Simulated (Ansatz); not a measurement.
The reference is Ir in the fcc (Cu type) structure (space group Fm-3m, No. 225; a = 3.831 Å; relaxed with 0.1 eV smearing). Axes: x, y, z lie along the cube axes.

Method: Ansatz (a program for electronic structure) PBEsol, no spin-orbit coupling.

Strains are applied to the cell and any free atomic positions relax.

One change was made to it. Results:

```tsv
quantity	base	after
pressure (mean of the normal stresses, compression positive)	0.0 GPa	-18.5 GPa
energy relative to the base (free energy F)	0 meV/atom	+88 meV/atom
```

### Question
What was done to the base?
(A) uniaxial strain ε_zz = +3.58 %
(B) uniaxial strain ε_xx = +5.96 %
(C) isotropic strain +3.37 %
(D) uniaxial strain ε_zz = +3.14 %

### Answer
B, uniaxial strain ε_xx = +5.96 %. For comparison, the energy relative to the base in the other runs: isotropic strain +3.37 % gives +151 meV/atom; uniaxial strain ε_zz = +3.58 % gives +33 meV/atom; uniaxial strain ε_zz = +3.14 % gives +26 meV/atom.

No phonon test of stability was made. The final runs are not spin-polarised.
